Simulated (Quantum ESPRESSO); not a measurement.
**A short convergence ladder for N2 (P4_2/mnm, 4 atoms in the cell)**

```
N2
1.0
    4.10448     0.00000     0.00000
    0.00000     4.10448     0.00000
    0.00000     0.00000     5.37264
N
4
Cartesian
  3.71160   3.71160   0.00000
  0.39288   0.39288   0.00000
  2.44512   1.65936   2.68632
  1.65936   2.44512   2.68632
```

Base method: LDA (PZ), GBRV 1.5 ultrasoft (LDA) pseudopotentials (plane waves; Quantum ESPRESSO 7.5).

Base settings: ecutwfc = 40 Ry; ecutrho = 200 Ry; occupations = fixed; potentials = {N: n_lda_v1.2.uspp.F.UPF}; K_POINTS = automatic 3 3 2 0 0 0; nbnd = 18; conv_thr = 1e-09 Ry.

**Zone-centre phonons against the cutoff**

In this ladder: ph.x.tr2_ph = 1e-14; ph.x.fildyn = dyn.G; ph.x.epsil = true; dynmat.x.fildyn = dyn.G; dynmat.x.asr = simple. Moved along: ecutrho.

The mesh stays at the base's, so the ladder's end is converged at best in this setting alone.

Frequencies are those of the unrelaxed cell, without the LO-TO term of polar crystals.

Only quantities that move along the ladder and can be compared are tabulated; the gap is left out on so coarse a mesh.

```tsv
ecutwfc	highest zone-centre frequency (cm⁻¹)	lowest optical frequency (cm⁻¹)
20 Ry	2092.5	-53.6
24 Ry	2219.3	43.7
28 Ry	2293.1	19.6
34 Ry	2320.6	22.8
40 Ry	2323.7	20.7
60 Ry	2323.2	20.8
```

Coarsest ecutwfc that holds the highest zone-centre frequency within 10 cm⁻¹ of the last step, with all finer ones: 34 Ry; the step before is off by 30 cm⁻¹.

Coarsest ecutwfc that holds the lowest optical frequency within 5 cm⁻¹ of the last step, with all finer ones: 28 Ry; the step before is off by 23 cm⁻¹.

On the base run: the starting cell comes from a database of computed structures (which also holds hypothetical and non-ambient phases and stackings), without a prior relaxation at this level. Its lattice was rescaled by up to half a per cent. In the base run, forces exceed 1 eV/Å.
